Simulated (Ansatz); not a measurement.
## AlRu, response to strain

The parent structure is AlRu in the CsCl type structure (space group Pm-3m, No. 221; relaxed with 0.1 eV smearing).

```
CELL_PARAMETERS angstrom
      2.95452     0.00000     0.00000
      0.00000     2.95452     0.00000
      0.00000     0.00000     2.95452
ATOMIC_POSITIONS crystal
  Al 0.50000 0.50000 0.50000
  Ru 0.00000 0.00000 0.00000
```

Strains are applied to the cell and any free atomic positions relax.

The values are results of Kohn–Sham DFT with the LDA functional, run in Ansatz (a quantum-chemistry and plane-wave program) with PAW and 420 eV plane waves, no spin-orbit coupling, not measurements.

Notes on the quantities. energy relative to the base: free energy F.

```tsv
change	shortest interatomic distance	energy relative to the base	pressure
base	2.559 Å	0 meV/atom	0.0 GPa
isotropic strain −3.00 %	2.482 Å	+83 meV/atom	25.8 GPa
isotropic strain −2.50 %	2.495 Å	[?]	20.7 GPa
isotropic strain −1.00 %	2.533 Å	+8.7 meV/atom	7.4 GPa
isotropic strain −0.50 %	2.546 Å	+2.1 meV/atom	3.6 GPa
isotropic strain +0.50 %	2.571 Å	+2.1 meV/atom	-3.3 GPa
isotropic strain +1.00 %	2.584 Å	+8.1 meV/atom	[?]
isotropic strain +1.50 %	2.597 Å	+18 meV/atom	-9.4 GPa
isotropic strain +2.00 %	2.610 Å	+31 meV/atom	-12.0 GPa
isotropic strain +2.50 %	2.623 Å	+48 meV/atom	-14.5 GPa
```

**Question.** Fill in the withheld entries from the trend.

**Answer.** 
- isotropic strain −2.50 %, energy relative to the base: +57 meV/atom
- isotropic strain +1.00 %, pressure: -6.5 GPa

No phonon test of stability was made. The final runs are not spin-polarised.
